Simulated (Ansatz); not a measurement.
## Response to strain in Mo

The reference is Mo in the bcc (W type) structure (space group Im-3m, No. 229; a = 3.130 Å; relaxed with 0.1 eV smearing). Axes: x, y, z lie along the cube axes.

Strains are applied to the cell and any free atomic positions relax.

Calculations: Ansatz (a program for electronic structure) PBEsol, no spin-orbit coupling.

Notes on the quantities. energy relative to the base: free energy F.

```json
[
 {"uniaxial strain ε_zz (%)": "0", "energy relative to the base (meV/atom)": "0.0"},
 {"uniaxial strain ε_zz (%)": "0.5", "energy relative to the base (meV/atom)": "0.6"},
 {"uniaxial strain ε_zz (%)": "1", "energy relative to the base (meV/atom)": "2.3"},
 {"uniaxial strain ε_zz (%)": "1.5", "energy relative to the base (meV/atom)": "5.1"},
 {"uniaxial strain ε_zz (%)": "2", "energy relative to the base (meV/atom)": "9.0"},
 {"uniaxial strain ε_zz (%)": "2.5", "energy relative to the base (meV/atom)": "?"},
 {"uniaxial strain ε_zz (%)": "3", "energy relative to the base (meV/atom)": "19.9"}
]
```

**Question.** Fit ΔE = Aε² + Bε³ (ε in %) to the rows shown and predict the withheld row.

**Answer.** Least squares on the printed values gives A = 2.33 and B = -0.039 meV/atom (largest residual 0.0 meV/atom); this predicts 13.9 meV/atom, and the run gives 14.0 meV/atom, in agreement.

No phonon test of stability was made. All final runs are without spin polarisation.
